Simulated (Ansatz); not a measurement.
Given:

End structure of the (111) surface of germanium, no caps (bottom of the slab: built like the top, H on every dangling bond, free):

```xyz
36
Lattice="8.1459 0.0000 0.0000 -4.0729 7.0545 0.0000 0.0000 0.0000 28.5000" Properties=species:S:1:pos:R:3 pbc="T T T"
Ge     4.0729     0.0000     9.6759
Ge     2.0365     3.5273     9.6759
Ge     0.0000     0.0000     9.6759
Ge    -2.0365     3.5273     9.6759
Ge    -2.0365     5.8788    10.4656
Ge     0.0000     2.3515    10.4656
Ge     2.0365     5.8788    10.4656
Ge     4.0729     2.3515    10.4656
Ge     2.0365     5.8788    12.9490
Ge     4.0729     2.3515    12.9490
Ge    -2.0365     5.8788    12.9490
Ge     0.0000     2.3515    12.9490
Ge     0.0000     4.7030    13.7879
Ge     2.0365     1.1758    13.7879
Ge     4.0729     4.7030    13.7879
Ge     6.1094     1.1758    13.7879
Ge     4.0729     4.7030    16.2820
Ge     6.1094     1.1758    16.2820
Ge     0.0000     4.7030    16.2820
Ge     2.0365     1.1758    16.2820
Ge     2.0365     3.5273    17.1110
Ge     4.0729     0.0000    17.1110
Ge    -2.0365     3.5273    17.1110
Ge     0.0000     0.0000    17.1110
Ge    -2.0365     3.5273    19.6356
Ge     0.0000     0.0000    19.6356
Ge     2.0365     3.5273    19.6356
Ge     4.0729     0.0000    19.6356
Ge     4.0729     2.3515    20.4135
Ge     2.0365     5.8788    20.4135
Ge     0.0000     2.3515    20.4135
Ge    -2.0365     5.8788    20.4135
H      4.0729     0.0000     8.1160
H      2.0365     3.5273     8.1160
H      0.0000     0.0000     8.1160
H     -2.0365     3.5273     8.1160
```

Set-up: 36 atoms, 12.4 Å thick at the start with caps and adatoms (thin: gaps and levels are the slab's own); mesh 4x4x1; 0.025 eV smearing; dipole correction on; 8 atoms held, the rest relaxed; start symmetry kept, larger cells not searched; no spin (in PBE a spin-polarised start ends 0.13 eV a cell lower), no spin-orbit, no U. The slab shows no gap over 0.04 eV on its mesh. In PBE it lies 0.03 eV a 1x1 cell over the lowest computed structure of the same composition (no caps, spin-polarised start).

Problem. Estimate the work function of the top face that PBE in Ansatz (a first-principles code) returns for this input.

Solution. 4.56 eV
